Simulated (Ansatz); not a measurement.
## O on the F site in rock-salt LiF

Calculation: PBE, PAW (plane waves to 420 eV; Ansatz, a program for electronic structure). The supercell holds 64 host sites (2×2×2 repeats of the unit cell), with a 2×2×2 shifted k-point sampling for the final energies. Site at the start: the F site. Energies of charged states are corrected for periodic images (point charge plus alignment at distant sites). Dielectric constants: PBE linear response of the host. Host gap at this level: 8.83 eV. These values are not converged in cell size to better than tenths of an eV. The semilocal functional narrows the gap, so deep levels can fall outside it. Spin–orbit coupling is left out. Each state is the lowest found from its start.

Formation energies E_f are given with the Fermi level at the valence-band maximum. Chemical conditions: Li-rich (Δμ(F) = -5.89 eV, Δμ(O) = -5.52 eV, bounded by Li2O (Fm-3m); only phases computed here count, gases as isolated molecules at 0 K). Reference phases: F: F2 molecule in a box, O: O2 molecule in a box.

```json
[
 {"charge": "+1", "moment (μB)": "2.0", "point group": "near D3d", "largest move off a lattice site (Å)": "0.17", "image correction with alignment (eV)": "0.21", "E_f, Li-rich (eV)": "3.28", "above the lowest spin state (eV)": "0.00"},
 {"charge": "+1†", "moment (μB)": "not spin-polarised", "point group": "–", "largest move off a lattice site (Å)": "0.10", "image correction with alignment (eV)": "0.18", "E_f, Li-rich (eV)": "–", "above the lowest spin state (eV)": "0.83"},
 {"charge": "0", "moment (μB)": "1.0", "point group": "near D3d", "largest move off a lattice site (Å)": "0.08", "image correction with alignment (eV)": "0.00", "E_f, Li-rich (eV)": "4.04", "above the lowest spin state (eV)": "0.00"},
 {"charge": "−1", "moment (μB)": "not spin-polarised", "point group": "Oh", "largest move off a lattice site (Å)": "0.16", "image correction with alignment (eV)": "0.24", "E_f, Li-rich (eV)": "6.71", "above the lowest spin state (eV)": "0.00"}
]
```

† A higher spin state that isn't settled.

Point groups are those of the whole cell at tolerances of 0.03 and 0.1 Å ("near" where only the looser one holds); none is given for unsettled states.

Transition levels above the valence-band maximum: ε(+1/0) = 0.75 eV; ε(0/−1) = 2.67 eV. On the lower envelope of the bound states, inside the gap: (+1/0) at 0.75 eV; (0/−1) at 2.67 eV.

All states together cost roughly 50 core-minutes.
